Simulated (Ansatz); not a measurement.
## Zinc-blende BaO (model structure): properties by level of theory

| level (code) | lattice constant a (Å) | formation enthalpy (eV/atom) |
|---|---|---|
| LDA (Ansatz) | ___ | ___ |
| PBE (Ansatz) | ___ | -2.483 |
| PBEsol (Ansatz) | 5.861 | -2.531 |

Task: Complete the blanks.

Result: 
- LDA (Ansatz, a first-principles code), lattice constant a (Å): 5.796
- LDA (Ansatz), formation enthalpy (eV/atom): -2.741
- PBE (Ansatz), lattice constant a (Å): 5.952

Ansatz's density-functional and Hartree–Fock values are scalar-relativistic unless marked +SOC, with PAW data made under PBE.

The computed numbers hold no vibrational or temperature effects.

A model structure was made by putting elements into a prototype or built by hand; it is no filed structure, need not be a known phase, and can be a saddle point held by its symmetry.
